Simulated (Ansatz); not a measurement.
Abridged Ansatz (a quantum-chemistry and plane-wave program) output:

```
Pseudopotential: Ga, paw, valence charge 13
Pseudopotential: N, paw, valence charge 5
Crystal: 6 atoms, lattice volume = 64.486 Å³
Basis set: ecut = 420 eV, 1261 PW (Γ), exchange–correlation on 48×48×100 points (8 copies of the dense FFT grid, shifted against one another)
Bands: 33, of which v1, the nominal top of the filled ones, is band 27 counted from 1 (26 counted from 0)
Symmetry: 12 space group operations
k-points: 57 of 720 (time reversal used)
Functional: x = pbe(κ = 0.804, μ = 0.2195149727645171), c = pbe(β = 0.06672455060314922)
SCF iter   1: F=—  HF=-12501.517206 eV  |F-HF|=—  |Δ(HF+E_count)|=         —  Δρ=3.41e-3  dr2=3.24e-3  ethr=1.77e-3  ⟨swp⟩=5.9  Hψ=7177  notcnv=0  defer=1
SCF iter   2: F=—  HF=-12501.516862 eV  |F-HF|=—  |Δ(HF+E_count)|=   3.44e-4  Δρ=1.80e-3  dr2=1.03e-3  ethr=5.99e-6  ⟨swp⟩=2.0  Hψ=3576  notcnv=0  defer=5
SCF 1 converged in 8 iterations: F = -12501.516690 eV  dr2 = 2.98e-11
SCF converged after 8 iterations
Free energy (F): -12501.516690 eV
Internal energy: -12501.516690 eV  (E = F + TS)
E sigma→0 (E₀):  -12501.516690 eV
Entropy (-TS):   -0.000000 eV (-0.000 meV/atom)
Fermi energy:    11.420568 eV
--- Forces (eV/Å), atoms counted from 1 ---
  atom   1  Ga     0.00000000     0.00000000    -0.00000000
  atom   2  Ga    -0.00000000     0.00000000     0.00000000
  atom   3  Ga     0.00000000     0.00000000     0.00000000
  atom   4  N     -0.00000000     0.00000000    -0.00000000
  atom   5  N     -0.00000000     0.00000000    -0.00000000
  atom   6  N      0.00000000     0.00000000     0.00000000
--- Stress (GPa, compression-positive) ---
        0.000477       0.000000      -0.000000
        0.000000       0.000477      -0.000000
        0.000000      -0.000000      -0.000133
  P = ⅓ Tr σ = 0.0003 GPa (0.003 kbar)
```

Q: What was computed, and what are the main results?

A: GaN, 6 atoms in the cell, with PBE (Ansatz), no spin-orbit coupling. The last SCF converged to F = -12501.516690 eV, or -2083.5861 eV per atom, at a pressure of 0.00 GPa. The total energy compares only with runs of the same code, potentials and settings.

Stability against distortions was not tested. The base started in P3_121 and relaxed to P6_422 at this level. The cell is GaN (space group P6_422, No. 181; a hypothetical phase, not in the database extracts checked).
